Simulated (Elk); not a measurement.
Band structure of Ca2Ge (Fm-3m, 3 atoms in the cell).

```
CELL_PARAMETERS angstrom
      0.00000     3.66486     3.66486
      3.66486     0.00000     3.66486
      3.66486     3.66486     0.00000
ATOMIC_POSITIONS crystal
  Ca 0.75000 0.75000 0.75000
  Ca 0.25000 0.25000 0.25000
  Ge 0.00000 0.00000 0.00000
```

Computed with PBEsol, all-electron FP-LAPW, Elk's shipped species files, APW+lo basis with extra local orbitals (Elk).

Settings: xctype = 22; rgkmax = 8; stype = 0; swidth = 0.0001 Ha; ngridk = 4 4 4; gmaxvr = 18 1/bohr; lmaxapw = 10; lmaxo = 8; nxlo = 2; lorbcnd = true; lradstp = 2; nrmtscf = 2; lmaxi = 4; maxscl = 100.

The starting cell comes from a database of computed structures (which also holds hypothetical and non-ambient phases and stackings), without a prior relaxation at this level. Its lattice was rescaled by a random factor within 2.5 % of one. Values depend on the basis (sphere radii, cutoffs, local orbitals), which need not be converged.

Levels in eV from the Fermi level, bands 14 to 21:
| point | 14 | 15 | 16 | 17 | 18 | 19 | 20 | 21 |
|---|---|---|---|---|---|---|---|---|
| Γ | -7.13 | -0.28 | -0.28 | -0.28 | 1.02 | 1.91 | 1.91 | 4.81 |
| X | -6.47 | -1.90 | -0.01 | -0.01 | 0.59 | 1.67 | 2.53 | 3.80 |
| W | -6.47 | -1.19 | -1.19 | -0.33 | 1.20 | 2.55 | 2.55 | 3.34 |
| K | -6.48 | -1.53 | -0.91 | 0.00 | 1.02 | 2.33 | 2.70 | 3.26 |
| L | -6.63 | -1.89 | -0.02 | -0.02 | 2.38 | 2.41 | 2.41 | 2.92 |
| U | -6.48 | -1.53 | -0.91 | 0.00 | 1.02 | 2.33 | 2.70 | 3.26 |
